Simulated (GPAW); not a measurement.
```
Al3Sc
1.0
    4.07827     0.00000     0.00000
    0.00000     4.07827     0.00000
    0.00000     0.00000     4.07827
Sc Al
1 3
Direct
  0.00000   0.00000   0.00000
  0.00000   0.50000   0.50000
  0.50000   0.00000   0.50000
  0.50000   0.50000   0.00000
```

Level of theory: PBEsol, GPAW PAW datasets PBEsol (made by gpaw-setup) (plane waves; GPAW).

The set-up and first iterations of a GPAW log for Al3Sc (Pm-3m, 4 atoms in the cell):

```
Input parameters:
  convergence: {density: 1e-05,
                energy: 1e-05}
  kpts: {gamma: True,
         size: (8, 8, 8)}
  maxiter: 100
  mode: {ecut: 800,
         name: pw}
  nbands: -8
  occupations: {name: methfessel-paxton,
                order: 0,
                width: 0.272}
  symmetry: {symmorphic: False,
             tolerance: 0.0005}
  xc: PBEsol

species:
  Sc:
    name: Scandium
    Z: 21.0
    valence: 11
    core: 10
    charge: 0.0
    file: Sc.PBEsol.gz

    # Using partial waves for Sc as LCAO basis

  Al:
    name: Aluminium
    Z: 13.0
    valence: 3
    core: 10
    charge: 0.0
    file: Al.PBEsol.gz

    # Using partial waves for Al as LCAO basis

Reference energy: -40534.478808  # eV

Spin-paired calculation

Convergence criteria:
 Maximum [total energy] change in last 3 cyles: 1e-05 eV / valence electron
 Maximum integral of absolute [dens]ity change: 1e-05 electrons / valence electron
   [... lines left out ...]

Eigensolver

Densities:
  Coarse grid: 27*27*27 grid
  Fine grid: 54*54*54 grid
  Total Charge: 0.000000

Density mixing:
  Method: separate
  Backend: pulay
  Linear mixing parameter: 0.05
  old densities: 5
  Damping of long wavelength oscillations: 50

Hamiltonian:
  XC and Coulomb potentials evaluated on a 54*54*54 grid
  External potential:
    NoExternalPotential

XC parameters: PBEsol with 2 nearest neighbor stencil

Number of atoms: 4
Number of atomic orbitals: 25
Number of bands in calculation: 18
Number of valence electrons: 20
Bands to converge: occupied

Density initialized from atomic densities
  18 bands from LCAO basis set

Atomic positions and initial magnetic moments

Positions:
   0 Sc     0.000000    0.000000    0.000000    ( 0.0000,  0.0000,  0.0000)
   1 Al     0.000000    2.039135    2.039135    ( 0.0000,  0.0000,  0.0000)
   2 Al     2.039135    0.000000    2.039135    ( 0.0000,  0.0000,  0.0000)
   3 Al     2.039135    2.039135    0.000000    ( 0.0000,  0.0000,  0.0000)

Unit cell:
           periodic     x           y           z      points  spacing
  1. axis:    yes    4.078270    0.000000    0.000000    27     0.1510
  2. axis:    yes    0.000000    4.078270    0.000000    27     0.1510
  3. axis:    yes    0.000000    0.000000    4.078270    27     0.1510

  Lengths:   4.078270   4.078270   4.078270
  Angles:   90.000000  90.000000  90.000000

Effective grid spacing dv^(1/3) = 0.1510
     iter     time        total  log10-change:
                         energy   eigst   dens
iter:   1 --:--:--   -19.043100
iter:   2 --:--:--   -19.149562   -0.16  -1.15
iter:   3 --:--:--   -19.156529   -0.69  -1.17
iter:   4 --:--:--   -19.175414   -1.51  -1.72
iter:   5 --:--:--   -19.167786   -2.14  -1.76
iter:   6 --:--:--   -19.172603   -2.60  -1.97
iter:   7 --:--:--   -19.169032   -3.08  -2.27
iter:   8 --:--:--   -19.174383   -3.10  -2.41
iter:   9 --:--:--   -19.168436   -3.08  -2.11
iter:  10 --:--:--   -19.168541   -3.29  -2.78
iter:  11 --:--:--   -19.168483c  -3.86  -3.31
iter:  12 --:--:--   -19.168514c  -3.90  -3.59
iter:  13 --:--:--   -19.168499c  -3.97  -3.46
iter:  14 --:--:--   -19.168462c  -4.01  -3.58
iter:  15 --:--:--   -19.168465c  -4.07  -4.03
```

Will this run converge, and how will it end?

The run converged in 92 iterations. Convergence of the loop says nothing yet on basis, mesh or lower states. It ends on: free energy E − TS (from the program's reference atoms) -19.1928 eV; Fermi level (on the code's own zero) 7.38 eV; pressure -0.21 GPa. The log goes on:

```
   [... 5 lines left out ...]
iter:  21 --:--:--   -19.168468c  -4.35  -4.62
iter:  22 --:--:--   -19.168468c  -4.39  -4.69
iter:  23 --:--:--   -19.168468c  -4.43  -4.80
iter:  24 --:--:--   -19.168469c  -4.47  -4.96
iter:  25 --:--:--   -19.168470c  -4.52  -5.07c
iter:  26 --:--:--   -19.168470c  -4.56  -5.12c
iter:  27 --:--:--   -19.168470c  -4.61  -5.31c
iter:  28 --:--:--   -19.168470c  -4.65  -5.41c
iter:  29 --:--:--   -19.168471c  -4.69  -5.51c
   [... 58 lines left out ...]
iter:  88 --:--:--   -19.168472c  -7.26  -8.48c
iter:  89 --:--:--   -19.168472c  -7.31  -8.38c
iter:  90 --:--:--   -19.168472c  -7.35  -8.48c
iter:  91 --:--:--   -19.168472c  -7.39  -8.60c
iter:  92 --:--:--   -19.168472c  -7.44c -8.20c
Converged after 92 iterations.

Dipole moment: (-0.000000, -0.000000, -0.000000) |e|*Ang

Energy contributions relative to reference atoms: (reference = -40534.478808)

Kinetic:        +17.107893
Potential:       -9.952697
External:        +0.000000
XC:             -26.426850
Entropy (-ST):   -0.048634
Local:           +0.127500
SIC:             +0.000000
--------------------------
Free energy:    -19.192789
Extrapolated:   -19.168472

Showing only first 2 kpts
 Kpt  Band  Eigenvalues  Occupancy
  0     8      5.55208    2.00000
  0     9      5.55208    2.00000
  0    10      8.59205    0.00000
  0    11      8.67132    0.00000

  1     8      5.56876    2.00000
  1     9      6.23174    2.00000
  1    10      8.59003    0.00000
  1    11      8.59003    0.00000

Fermi level: 7.37873

No gap
No difference between direct/indirect transitions
Energy (eV): -19.168472

Forces in eV/Ang:
  0 Sc   -0.00000    0.00000    0.00000
  1 Al   -0.00000    0.00000    0.00000
  2 Al    0.00000   -0.00000    0.00000
  3 Al   -0.00000   -0.00000   -0.00000

Stress tensor:
     0.001342    -0.000000     0.000000
    -0.000000     0.001342     0.000000
     0.000000     0.000000     0.001342
Stress (GPa, Voigt): [ 0.215  0.215  0.215  0.     0.    -0.   ]
```

For comparison: a first run (DFT PBE, plane waves, GPAW PAW datasets PBE (gpaw-data 1.0.1)) was changed to give this one (xc: PBE → PBEsol; potentials: GPAW PAW datasets PBEsol (made by gpaw-setup)), and from it to this one the pressure goes from 1.92 to -0.21 GPa.

The starting cell has typed, rounded lattice constants, without a prior relaxation at this level. Its lattice was rescaled by a random factor within 2.5 % of one.

The run was DFT PBEsol, plane waves, GPAW PAW datasets PBEsol (made by gpaw-setup). Main settings of its input:

- mode: pw
- ecut: 800 eV
- xc: PBEsol
- kpts: 8 8 8
- mesh shift (steps): 0 0 0
- occupations.name: methfessel-paxton
- occupations.width: 0.272 eV
- occupations.order: 0
- nbands: -8
- convergence.density: 1e-05 e/electron
- convergence.energy: 1e-05 eV/electron
- symmetry.symmorphic: false
